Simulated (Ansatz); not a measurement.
Functionals compared on a constructed model of the (111)B surface of 3C silicon carbide, C-terminated, (√3x√3)R30° Si adatom at H3 (bottom of the slab: 3 H on 3 bottom sites), in Ansatz (plane waves, PAW). The structure was relaxed with PBE; the other rows are single points on it. Cutoff 420 eV (500 eV for r2SCAN).

Model: 28-atom slab, 10.6 Å thick at the start with caps and adatoms (thin: gaps and levels are the slab's own), 6x6x1 mesh, Fermi-Dirac 0.025 eV, dipole correction, 6 atoms held, the rest relaxed; symmetry of the start imposed; spin-polarised, ending with about 1.0 μB a cell; orders that need a larger cell were not tried, no spin-orbit, no U. In PBE it is, or lies within 0.01 eV a 1x1 cell of, the lowest of the 2 structures of its composition computed so far; subsurface sites and larger cells were not tried. These notes are the PBE run's. r2SCAN: The program's check for a lower electronic state was not made.

| functional | gap of the slab on its k-mesh (eV) | highest filled level below the top vacuum level (eV) | magnetic moment of the cell (μB) | rough cost of the single point |
|---|---|---|---|---|
| PBE | 0.70 | 5.02 | 1.00 | – |
| r2SCAN | … | … | 1.00 | about 8 core-minutes (a rough figure) |

### Question
Fill in the missing entries.

### Answer

- r2SCAN, gap of the slab on its k-mesh (eV): 1.15
- r2SCAN, highest filled level below the top vacuum level (eV): 5.26

Ansatz is a first-principles code.
